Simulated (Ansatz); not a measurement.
These are PBE (plane waves to 420 eV, PAW; Ansatz, a first-principles code) values and carry that method's errors.

Plane-averaged electrostatic potential energy along the normal, in eV from the Fermi level, for a constructed model of the (0001) surface of hcp Hf, a pseudomorphic layer of Ga in the host's stacking (bottom of the slab: a bare face, its two planes held):

```csv
z (Å),V (eV)
3.79,4.35
4.08,4.35
4.37,4.34
4.67,4.33
4.96,4.30
5.25,4.26
5.54,4.16
5.83,3.99
6.12,3.66
6.42,3.05
6.71,1.95
7.00,0.01
7.29,-3.47
7.58,-8.76
7.87,-12.68
8.17,-13.76
8.46,-12.60
8.75,-8.69
9.04,-3.41
9.33,-0.62
9.62,-0.94
9.92,-4.45
10.21,-9.74
10.50,-12.94
10.79,-13.50
11.08,-11.72
11.37,-7.10
11.67,-2.28
11.96,-0.39
12.25,-1.37
12.54,-5.42
12.83,-10.56
13.12,-13.18
13.42,-13.32
13.71,-11.10
14.00,-6.24
14.29,-1.96
14.58,-0.84
14.87,-2.78
15.17,-7.63
15.46,-11.98
15.75,-13.52
16.04,-12.84
16.33,-9.44
16.62,-4.17
16.92,-0.89
17.21,-0.61
17.50,-3.25
17.79,-8.42
18.08,-12.42
18.37,-13.56
18.67,-12.46
18.96,-8.62
19.25,-3.50
19.54,-1.00
19.83,-1.74
20.12,-5.77
20.42,-10.74
20.71,-13.23
21.00,-13.31
21.29,-10.95
21.58,-5.98
21.87,-1.79
22.17,-0.57
22.46,-2.42
22.75,-5.05
23.04,-6.50
23.33,-6.48
23.62,-4.89
23.92,-1.73
24.21,1.47
24.50,3.04
24.79,3.82
25.08,4.22
25.37,4.41
25.67,4.51
25.96,4.56
26.25,4.58
26.54,4.59
26.83,4.60
27.12,4.60
27.42,4.60
```

Set-up: 7 atoms, 15.1 Å thick at the start; mesh 13x13x1; 0.1 eV smearing; dipole correction on; 2 atoms held, the rest relaxed; start symmetry kept, larger cells not searched; no spin, no spin-orbit, no U. It is one candidate, not shown to be the stable structure of the face.

The vacuum level lies 4.60 eV above the Fermi level over the top face and 4.36 eV above it under the bottom face.
